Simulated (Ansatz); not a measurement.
Fluorite AuAl2 was calculated with PBE (Ansatz, an electronic-structure program, plane waves, PAW).

Numerical settings: plane-wave cutoff 520 eV, 12×12×12 k mesh, Fermi–Dirac smearing 0.1 eV, perturbation theory, force constants from a 4×4×4 q mesh, scalar-relativistic PAW data made under PBE.

Computed at the level's own relaxed cell.

Harmonic phonon frequencies (cm⁻¹; i marks an imaginary mode):

| q point | frequencies |
|---|---|
| Γ | 0 0 0 219 219 219 249 249 249 |
